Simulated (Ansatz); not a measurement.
We consider Ta2O5 (Pmmn, No. 59, 14 atoms in the cell; start mp-1539317), described by PBE0 (Ansatz, a program for electronic structure, plane waves, PAW).

The input as run:

Ansatz 0.2 input:
```yaml
crystal:
  lattice:
    - [3.8381532064, 0.0, 0.0]
    - [0.0, 12.9930482289, 0.0]
    - [0.0, 0.0, 3.8693633512]
  atoms:
    - { symbol: Ta, position: [0.0, 0.1461752037, 0.0219212435] }
    - { symbol: Ta, position: [0.0, 0.8538247963, 0.0219212435] }
    - { symbol: Ta, position: [0.5, 0.3538247963, 0.9780787565] }
    - { symbol: Ta, position: [0.5, 0.6461752037, 0.9780787565] }
    - { symbol: O, position: [0.5, 0.1852066165, 0.0020139395] }
    - { symbol: O, position: [0.5, 0.8147933835, 0.0020139395] }
    - { symbol: O, position: [0.0, 0.3147933835, 0.9979860605] }
    - { symbol: O, position: [0.0, 0.6852066165, 0.9979860605] }
    - { symbol: O, position: [0.0, 0.8506829668, 0.5075200142] }
    - { symbol: O, position: [0.0, 0.1493170332, 0.5075200142] }
    - { symbol: O, position: [0.5, 0.6493170332, 0.4924799858] }
    - { symbol: O, position: [0.5, 0.3506829668, 0.4924799858] }
    - { symbol: O, position: [0.5, 0.5, 0.9953137341] }
    - { symbol: O, position: [0.0, 0.0, 0.0046862659] }
basis:
  ecutwfc: 460
  ecutrho_ratio: 4
  xc_grid: 2
kpoints:
  mp_grid: { grid: [6, 2, 6] }
hamiltonian:
  xc: pbe0
  dispersion: none
  pseudopotentials: { kind: paw }
scf:
  occupations: { method: fermi_dirac, width: 0.01 }
  convergence: { dr2_threshold: 0.0000000014 }
output:
  forces: true
  stress: true
  eigenvalues: true
```

Q: How many irreducible k-points, plane waves at Γ does the program set up, and what pressure does the run end with?

A: 32 irreducible k-points, 4357 plane waves at Γ; P = -0.82 GPa, so the cell is stretched on average and its volume would shrink at this level.

Excerpt of the program's output:

```
WARN output.stress: scf.exx.energy_threshold = 1e-6 eV is looser than the 1.4e-7 eV advised for a stress under a hybrid functional (1e-8 eV for each atom of …
Crystal: 14 atoms, lattice volume = 192.962 Å³
Basis set: ecut = 460 eV, 4357 PW (Γ), exchange–correlation on 54×192×60 points (8 copies of the dense FFT grid, shifted against one another)
Bands: 70, of which v1, the nominal top of the filled ones, is band 56 counted from 1 (55 counted from 0)
Symmetry: 8 space group operations
Space group: Pmmn (ITA 59), of the structure as read, at distance tolerance 5.8e-5 Å
k-points: 32 of 72
Functional: x = pbe(κ = 0.804, μ = 0.2195149727645171), c = pbe(β = 0.06672455060314922), warm-up for x = 0.75 pbe(κ = 0.804, μ = 0.2195149727645171) + 0.25 exact, c = pbe(β = 0.06672455060314922)
SCF iter   1: F=—  HF=-45418.368573 eV  |F-HF|=—  |Δ(HF+E_count)|=         —  Δρ=5.67e-3  dr2=5.97e-2
SCF iter   2: F=—  HF=-45418.363652 eV  |F-HF|=—  |Δ(HF+E_count)|=   4.92e-3  Δρ=4.73e-3  dr2=3.76e-2
  ...
Crystal: 14 atoms, lattice volume = 192.962 Å³
Initial density: handed on by an earlier stage of this run
Functional: x = 0.75 pbe(κ = 0.804, μ = 0.2195149727645171) + 0.25 exact, c = pbe(β = 0.06672455060314922)
Crystal: 14 atoms, lattice volume = 192.962 Å³
SCF iter   6: F=—  HF=-45410.164304 eV  |F-HF|=—  |Δ(HF+E_count)|=   1.53e-8  Δρ=1.11e-6  dr2=1.51e-9
SCF iter   7: F=-45410.164304 eV  HF=-45410.164304 eV  |F-HF|=8.00e-11  |Δ(HF+E_count)|=  4.37e-10  Δρ=2.55e-7  dr2=2.13e-10
SCF 3 converged in 7 iterations: F = -45410.164304 eV  dr2 = 2.13e-10
Free energy (F): -45410.164304 eV
Internal energy: -45410.164304 eV  (E = F + TS)
E sigma→0 (E₀):  -45410.164304 eV
Fermi energy:    7.892577 eV
--- Forces (eV/Å), atoms counted from 1 ---
  atom   1  Ta     0.00000000    -0.16585687     0.12980406
  atom   2  Ta     0.00000000     0.16585687     0.12980406
  atom   3  Ta     0.00000000     0.16585687    -0.12980406
  atom   4  Ta     0.00000000    -0.16585687    -0.12980406
  atom   5  O      0.00000000     0.04070618     0.00689223
  atom   6  O      0.00000000    -0.04070618     0.00689223
  atom   7  O      0.00000000    -0.04070618    -0.00689223
  atom   8  O      0.00000000     0.04070618    -0.00689223
  atom   9  O      0.00000000     0.02154975    -0.14557502
  atom  10  O      0.00000000    -0.02154975    -0.14557502
  atom  11  O      0.00000000    -0.02154975     0.14557502
  atom  12  O      0.00000000     0.02154975     0.14557502
  atom  13  O      0.00000000     0.00000000    -0.01252814
  atom  14  O      0.00000000     0.00000000     0.01252814
--- Stress (GPa, compression-positive) ---
        0.259085       0.000000       0.000000
        0.000000      -0.457619       0.000000
        0.000000       0.000000      -2.266536
  P = ⅓ Tr σ = -0.8217 GPa (-8.217 kbar)
```

The PAW data were made under PBE.

Note: cell and atoms aren't relaxed at this level (largest force component 0.17 eV/Å, pressure -0.8 GPa).

Cost on a shared machine: roughly 17 core-minutes.

A start named mp-… is a Materials Project structure, which need not be a measured phase.
